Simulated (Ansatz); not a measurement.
The reference is Ag in the fcc (Cu type) structure (space group Fm-3m, No. 225; a = 4.054 Å; relaxed with 0.1 eV smearing). Axes: x, y, z lie along the cube axes.

Calculations: PBEsol (Ansatz, a first-principles code; PAW; 420 eV plane waves; no spin-orbit coupling).

Strains are applied to the cell and any free atomic positions relax; under biaxial strain the out-of-plane vector relaxes too.

One change was made to it. Results:

```csv
quantity,base,after
"pressure (mean of the normal stresses, compression positive)",0.0 GPa,1.2 GPa
volume per atom,16.65 Å³,16.51 Å³
```

Question: Which of these changes matches the shifts?
A) biaxial strain −0.50 %, plane normal [001], relaxed out of plane
B) biaxial strain −2.50 %, plane normal [001], relaxed out of plane
C) biaxial strain +2.00 %, plane normal [001], relaxed out of plane
D) biaxial strain −1.50 %, plane normal [001], relaxed out of plane

Answer: D, biaxial strain −1.50 %, plane normal [001], relaxed out of plane. For comparison, the pressure in the other runs: biaxial strain −0.50 %, plane normal [001], relaxed out of plane gives 0.3 GPa; biaxial strain +2.00 %, plane normal [001], relaxed out of plane gives -1.0 GPa; biaxial strain −2.50 %, plane normal [001], relaxed out of plane gives 2.1 GPa.

Whether these cells are dynamically stable was not tested.
